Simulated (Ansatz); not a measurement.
Take AlAs in the zinc blende structure (space group F-43m, No. 216; a = 5.674 Å) as the base. Axes: x, y, z lie along the cube axes.

The change: a pure shear with ε_yz = ε_zy = 0.0210; the atoms relax in the strained cell.

Levels (all Ansatz, a program for electronic structure, PAW, earlier PAW set): PBEsol (420 eV, no spin-orbit coupling); HSE06+SOC (420 eV, with spin-orbit coupling).

The geometry is relaxed with PBEsol.

* **PBEsol lowest conduction level above the VBM at special points**: X 1.07 eV; T 1.15 eV; Γ 1.67 eV
* **PBEsol valence-band top at Γ**: 0.00, -0.20, -0.35 eV

Task: What does HSE06+SOC give at this geometry for the lowest conduction level above the VBM at special points and valence-band top at Γ?

Result: The lowest conduction level above the VBM at special points changes from X 1.07 eV; T 1.15 eV; Γ 1.67 eV to X 1.74 eV; T 1.84 eV; Γ 2.58 eV; the valence-band top at Γ (three highest Kramers pairs, from the VBM) becomes 0.00, -0.22, -0.52 eV (PBEsol: 0.00, -0.20, -0.35 eV).

Single points use the geometry relaxed with PBEsol. The hybrid gap comes from the SCF mesh plus the semilocal run's edge points and a few special points and is an upper bound. Differences between runs with and without spin-orbit coupling are approximate. The levels and masses belong to the bands next to the band gap. Whether these cells are dynamically stable was not tested. k-point labels follow each cell's own Brillouin zone.
